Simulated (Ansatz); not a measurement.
SrO under load (space group I4/mmm), Ansatz (an electronic-structure program) with r2SCAN, rigid bands. Condition of this run: biaxial stress in (001) of -5.4 GPa (compression positive) (the target of the relaxation). Band gap 3.58 eV, N_c = 1.17e19 cm⁻³ and N_v = 1.09e20 cm⁻³ at 300 K, conductivity masses along x (a = (0.00, 2.64, 2.52) Å; b = (2.64, 0.00, 2.52) Å; c = (2.64, 2.64, 0.00) Å) of 0.418 mₑ (electrons) and 6.53 mₑ (holes). Take k_BT = 0.02585 eV.

Q: Find the intrinsic carrier density and the intrinsic Fermi level.

A: n_i = √(N_c N_v) exp(−E_g/2k_BT) = 3.57e19 × exp(−69.24) = 3.0e-11 cm⁻³. The level lies (k_BT/2) ln(N_v/N_c) = 29 meV from mid-gap (positive towards the conduction band). Each 0.1 eV added to the gap lowers n_i by a factor of 6.9.

Q: What thermal injection velocity √(2k_BT/πm) limits a ballistic channel along the direction named?

A: 8.32e6 cm/s for electrons and 2.11e6 cm/s for holes, a ratio of √(m_h/m_e) = 3.95, for dilute carriers.

Q: A film of it is 5 nm thick, with its normal along the direction named. Estimate the confinement energies in an infinite well.

A: ħ²π²/(2m t²) = 0.376 eV·nm²/(m/mₑ × t²) gives 36.0 meV for electrons and 2.30 meV for holes, so the gap would widen to about 3.62 eV. Finite barriers and nonparabolic bands lower this, and with several valleys or bands the heaviest mass along the normal sets the lowest level, not this average.

Rigid bands with the computed gap; masses take one relaxation time for all states. Spin-orbit coupling is left out; where it splits the top of the valence band, N_v and the p-type Seebeck coefficient come out somewhat high without it. Geometry: cell and atoms relaxed with PBEsol.
